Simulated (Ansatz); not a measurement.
Consider Ir in the fcc (Cu type) structure (space group Fm-3m, No. 225; relaxed with 0.1 eV smearing).

Space group Fm-3m (No. 225); a = b = c = 3.8311 Å, α = β = γ = 90.00°

```csv
atom,site,symmetry,x,y,z
Ir,4a,m-3m,0.0000,0.0000,0.0000
```
(The calculation used a cell of 1 atom; values per cell refer to that cell.)

The values are results of PBEsol in Ansatz (plane waves to 420 eV, PAW, no spin-orbit coupling), not measurements.

Strains are applied to the cell and any free atomic positions relax.

One change was made to it. Results:

```json
[
 {"quantity": "pressure", "base": "0.0 GPa", "after": "-10.7 GPa"},
 {"quantity": "energy relative to the base (free energy F)", "base": "0 meV/atom", "after": "+15 meV/atom"}
]
```

### Question
Name the change that was made.
(A) isotropic strain +0.50 %
(B) isotropic strain +1.00 %
(C) isotropic strain +3.00 %

### Answer
B, isotropic strain +1.00 %. For comparison, the energy relative to the base in the other runs: isotropic strain +3.00 % gives +121 meV/atom; isotropic strain +0.50 % gives +3.7 meV/atom.

Stability against distortions was not tested. All final runs are without spin polarisation.

Ansatz is an electronic-structure program.
